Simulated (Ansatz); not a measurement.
## Response to strain in MgS

Consider MgS in the rock salt structure (space group Fm-3m, No. 225; a = 5.230 Å).

Strains are applied to the cell and any free atomic positions relax.

Calculations: PBE (Ansatz, a first-principles code, PAW, scalar-relativistic without spin-orbit coupling).

```csv
case,smallest direct gap,pressure,electron mass,band gap
base,3.60 eV,0.00 GPa,"0.52 mₑ along k, 0.29 mₑ across (at X)",2.76 eV
isotropic strain −2.50 %,4.22 eV,6.56 GPa,"0.54 mₑ along k, 0.29 mₑ across (at X)",2.92 eV
isotropic strain −2.00 %,4.09 eV,5.08 GPa,"0.53 mₑ along k, 0.29 mₑ across (at X)",2.89 eV
isotropic strain −1.50 %,3.96 eV,3.68 GPa,"0.52 mₑ along k, 0.29 mₑ across (at X)",2.85 eV
isotropic strain −1.00 %,3.84 eV,2.38 GPa,"0.53 mₑ along k, 0.29 mₑ across (at X)",2.82 eV
isotropic strain +0.50 %,3.49 eV,-1.07 GPa,"0.52 mₑ along k, 0.29 mₑ across (at X)",2.73 eV
isotropic strain +1.00 %,3.38 eV,-2.07 GPa,"0.52 mₑ along k, 0.30 mₑ across (at X)",2.69 eV
isotropic strain +2.00 %,3.16 eV,-3.89 GPa,"0.52 mₑ along k, 0.29 mₑ across (at X)",2.63 eV
isotropic strain +2.50 %,3.06 eV,-4.71 GPa,"0.51 mₑ along k, 0.29 mₑ across (at X)",2.59 eV
isotropic strain +3.00 %,2.96 eV,-5.47 GPa,"0.50 mₑ along k, 0.29 mₑ across (at X)",2.56 eV
```

Effective masses come from finite differences of ±0.01 Å⁻¹. Along k means along the line from Γ to the band edge. No phonon test of stability was made.
